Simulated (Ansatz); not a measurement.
This Ansatz (a quantum-chemistry and plane-wave program) input is the reference run, LiCl in the rock salt structure (space group Fm-3m, No. 225), computed with DFT with PBEsol, PAW potentials and a 420 eV plane-wave cutoff in Ansatz, no spin-orbit coupling:

Ansatz 0.2 input:
```yaml
crystal:
  lattice:
    - [0, 2.5320993297, 2.5320993297]
    - [2.5320993297, 0, 2.5320993297]
    - [2.5320993297, 2.5320993297, 0]
  atoms:
    - { symbol: Li, position: [0, 0, 0] }
    - { symbol: Cl, position: [0.5, 0.5, 0.5] }
basis: { ecutwfc: 420, ecutrho_ratio: 4, xc_grid: 2, fft_grid_basis: typed }
kpoints: { mp_grid: { grid: [11, 11, 11] } }
hamiltonian:
  xc: pbesol
  dispersion: none
  pseudopotentials: { kind: paw }
scf: { occupations: { method: fermi_dirac, width: 0.05 }, convergence: { dr2_threshold: 0.0000000002 } }
output: { forces: true, stress: true }
checkpoint: { write: state.ck, write_every: 1000 }
```

### Question
Write the input for this change: biaxial strain +0.42 %, plane normal [111], relaxed out of plane (Cartesian); in-plane vectors clamped, the third vector and the atoms free.

### Answer
Ansatz 0.2 input:
```yaml
crystal:
  lattice:
    - [3.595969116, 0, 0]
    - [1.797984558, 3.1142006057, 0]
    - [1.797984558, -1.0380668686, 2.9176764447]
  atoms:
    - { symbol: Li, position: [0, 0, 0] }
    - { symbol: Cl, position: [0, 0.5, 0.5] }
basis: { ecutwfc: 420, ecutrho_ratio: 4, xc_grid: 2, fft_grid_basis: typed }
kpoints: { mp_grid: { grid: [11, 11, 11] } }
hamiltonian:
  xc: pbesol
  dispersion: none
  pseudopotentials: { kind: paw }
scf: { occupations: { method: fermi_dirac, width: 0.05 } }
relax: { f_tol: 0.005, max_steps: 50, cell: { stress_tol: 0.01, fix: [a, b, gamma] } }
output: { forces: true, stress: true }
checkpoint: { write: state.ck, write_every: 1000 }
```
This is the input that was run; other choices of cell and start would serve too.

Whether these cells are dynamically stable was not tested.
